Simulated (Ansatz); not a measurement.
# BeTe: element substitutions

Base system: BeTe in the zinc blende structure (space group F-43m, No. 216).

Space group F-43m (No. 216); a = b = c = 5.604 Å, α = β = γ = 90.00°

```
atom  site  symmetry       x       y       z
----  ----  --------  ------  ------  ------
Te      4c      -43m  0.2500  0.2500  0.2500
Be      4a      -43m  0.0000  0.0000  0.0000
```
(The calculation used a cell of 2 atoms; values per cell refer to that cell.)

Each row replaces one element on all its sites; cell and atoms are relaxed.

Level of theory: PBEsol, PAW, 420 eV (Ansatz, a first-principles code; no SOC).

Candidates:
(a) Te → Se
(b) Be → B
(c) Te → Cd
(d) Te → S

Base values:

Lattice parameter a: 5.604 Å

Problem. Order them by lattice parameter a, lowest first.

Solution. (d) Te → S (4.838 Å), (a) Te → Se (5.129 Å), (b) Be → B (5.369 Å), (c) Te → Cd (5.557 Å)

Stability against distortions was not tested. As relaxed here, BTe and BeCd are hypothetical phases, not in the database extracts checked. All final runs are without spin polarisation. An odd electron count without spin: BTe.
